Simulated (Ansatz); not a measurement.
Consider ZnSe in the zinc blende structure (space group F-43m, No. 216).

ZnSe is modelled in the cubic space group F-43m (No. 216), the zinc blende structure, Pearson symbol cF8. Cell: a = b = c = 5.665 Å, α = β = γ = 90.00°. Se on 4c has 4 Zn at 2.453 Å (tetrahedral). Zn on 4a is surrounded by 4 Se at 2.453 Å (tetrahedral). (Neighbours: up to the widest gap in distance over summed covalent radii, below 1.35, at either atom; cation-cation and far metal-metal contacts left out.)
(The calculation used a cell of 2 atoms; values per cell refer to that cell.)

Calculations: r2SCAN (Ansatz, a program for electronic structure; PAW; 500 eV plane waves; no spin-orbit coupling).

One change was made to it. Results:

| quantity | base | after |
|---|---|---|
| hole mass (degenerate bands, along [100]) | 0.13, 0.60, 0.60 mₑ (at Γ) | 0.14, 0.57, 0.57 mₑ (at Γ) |
| electron mass | 0.12 mₑ (at Γ) | 0.13 mₑ (at Γ) |
| band gap | 1.87 eV | 2.05 eV |
| volume per atom | 22.73 Å³ | 21.80 Å³ |

**Question.** Which change produced these results?
A. pressure −1 GPa
B. pressure 1.5 GPa
C. pressure 3 GPa
D. pressure 0.7 GPa
E. pressure −2 GPa

**Answer.** C, pressure 3 GPa. For comparison, the band gap in the other runs: pressure −1 GPa gives 1.80 eV; pressure 0.7 GPa gives 1.91 eV; pressure −2 GPa gives 1.73 eV; pressure 1.5 GPa gives 1.96 eV.

Load acts through the strain it causes; cell and atoms are relaxed under it. Masses are band curvatures over ±0.01 Å⁻¹ around the edge. No phonon test of stability was made. Tetrahedral semiconductors of this kind turn to denser phases somewhere between about 1 and 50 GPa; those were not computed, so compressed cells here can lie past the real transition.
